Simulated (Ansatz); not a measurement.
**As in the A7 type structure (space group R-3m, No. 166; layered)**

```cif
data_As2
_chemical_formula_sum 'As2'
_space_group_name_H-M_alt 'P 1'
_space_group_IT_number 1
_cell_length_a 3.90480
_cell_length_b 3.90480
_cell_length_c 3.90480
_cell_angle_alpha 57.323
_cell_angle_beta 57.323
_cell_angle_gamma 57.323
loop_
_space_group_symop_operation_xyz
  'x, y, z'
loop_
_atom_site_label
_atom_site_type_symbol
_atom_site_fract_x
_atom_site_fract_y
_atom_site_fract_z
_atom_site_occupancy
As1 As 0.23276 0.23276 0.23276 1
As2 As 0.76724 0.76724 0.76724 1
```

All numbers come from Kohn–Sham DFT with the PBEsol-D3(BJ) functional, run in Ansatz (a quantum-chemistry and plane-wave program) with PAW and 420 eV plane waves, no spin-orbit coupling, earlier PAW set. k-mesh 15×15×15 (Γ-centred); smearing 0.05 eV (Fermi–Dirac).

| Quantity | Value |
|---|---|
| Volume per atom | 19.75 Å³ |
| Density | 6.30 g/cm³ |
| Band gap | zero |
| Total energy | -4813.418 eV/atom (σ→0; compares only within this code and set-up) |

Whether these cells are dynamically stable was not tested.
